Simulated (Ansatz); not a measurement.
**KScMo2O8: pressure series**

Base system: KScMo2O8 (space group P-3m1, No. 164; a cell from a computed database, its experimental status unchecked).

```cif
data_KMo2O8Sc
_chemical_formula_sum 'K1 Sc1 Mo2 O8'
_space_group_name_H-M_alt 'P-3m1'
_space_group_IT_number 164
_space_group_name_Hall '-P 3 2"'
_cell_length_a 5.79294
_cell_length_b 5.79294
_cell_length_c 7.16858
_cell_angle_alpha 90.000
_cell_angle_beta 90.000
_cell_angle_gamma 120.000
loop_
_atom_site_label
_atom_site_type_symbol
_atom_site_symmetry_multiplicity
_atom_site_Wyckoff_symbol
_atom_site_fract_x
_atom_site_fract_y
_atom_site_fract_z
_atom_site_occupancy
K1 K 1 b 0.00000 0.00000 0.50000 1
Sc1 Sc 1 a 0.00000 0.00000 0.00000 1
Mo1 Mo 2 d 0.33333 0.66667 0.25595 1
O1 O 6 i 0.16519 0.33037 0.17685 1
O2 O 2 d 0.33333 0.66667 0.49598 1
```

Cell and atoms are relaxed at each pressure.

Method: r2SCAN (Ansatz, a quantum-chemistry and plane-wave program; PAW; 500 eV plane waves; no SOC).

```
pressure (GPa)  volume per atom (Å³/atom)
--------------  -------------------------
-2                                 19.617
0                                  17.361
0.3                                17.202
0.7                                17.013
1.5                                16.684
3                                  16.185
5                                  15.666
7.5                                     ?
10                                 14.727
```

Q: Fit the third-order Birch–Murnaghan form P(V) = (3B₀/2)[(V₀/V)^(7/3) − (V₀/V)^(5/3)]·[1 + (3/4)(B₀′ − 4)((V₀/V)^(2/3) − 1)] (squares taken in P) to the rows shown and predict the withheld row.

A: Least squares on the printed values gives V₀ = 17.389 Å³/atom, B₀ = 30.1 GPa, B₀′ = 9.0; this predicts 15.140 Å³/atom, and the run gives 15.150 Å³/atom, 0.010 higher.

Load acts through the strain it causes; cell and atoms are relaxed under it. Whether these cells are dynamically stable was not tested. No other phases were tried under pressure. The final runs are not spin-polarised.
